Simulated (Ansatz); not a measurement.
The parent structure is ZnS in the wurtzite structure (space group P6_3mc, No. 186; a = 3.806 Å, c = 6.245 Å). Axes: x lies along a and z along c of the hexagonal cell.

All numbers come from r2SCAN (Ansatz, a quantum-chemistry and plane-wave program, PAW, scalar-relativistic without spin-orbit coupling).

Strains are applied to the cell and any free atomic positions relax; under biaxial strain the out-of-plane vector relaxes too.

One change was made to it. Results:

```tsv
quantity	base	after
band gap	2.78 eV	3.02 eV
gap character	direct at Γ	direct at Γ
pressure (mean of the normal stresses, compression positive)	0.00 GPa	4.47 GPa
```

### Question
Which change produced these results?
A. uniaxial strain ε_zz = −1.08 %
B. uniaxial strain ε_yy = −3.50 %
C. isotropic strain −1.69 %
D. biaxial strain +0.45 %, plane normal [001], relaxed out of plane

### Answer
C, isotropic strain −1.69 %. For comparison, the band gap in the other runs: uniaxial strain ε_yy = −3.50 % gives 2.79 eV; uniaxial strain ε_zz = −1.08 % gives 2.86 eV; biaxial strain +0.45 %, plane normal [001], relaxed out of plane gives 2.77 eV.

Whether these cells are dynamically stable was not tested. k-point labels follow each cell's own Brillouin zone.
